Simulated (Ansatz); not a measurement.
**Migration barriers: N vacancy in zinc-blende BN, charge state +1**

System: N vacancy in zinc-blende BN (charge state +1). Calculation: PBE, PAW (plane waves to 420 eV; Ansatz, a first-principles code).

Settings: 64 host sites, the relaxed PBE lattice, a 2×2×2 k-point mesh shifted by half a step, smearing 0.01 eV, spin-restricted, no image-charge correction. No zero-point or tunnelling terms. The charge state is imposed; whether it is stable for some Fermi level was not computed. Forms of the defect that were not tried may lie lower.

Barriers: single points on a 3×3×3 k-point mesh shifted by half a step at the bands' geometries.

```
Route                                      Start site over the lowest site run (eV)  Hop (Å)  Forward barrier (eV)  Backward barrier (eV)              Neighbours at the start                                   Neighbours at the saddle                        Saddle order  Forward, on the band's own sampling (eV)
-----------------------------------------  ----------------------------------------  -------  --------------------  ---------------------  -----------------------------------  ---------------------------------------------------------  ----------------------------------  ----------------------------------------
a nearby N atom hops onto the vacant site                                      0.00     2.53                  7.35                   7.35  B at 1.53, 2 B at 1.57, B at 1.59 Å  B at 1.44, B at 1.87, B at 1.88, 2 B at 1.93; N at 2.18 Å  not checked, on a symmetry element                                      7.34
```

Paths come from CI-NEB runs.  A band can be held on a symmetry element, so unchecked saddle points there may be too high.
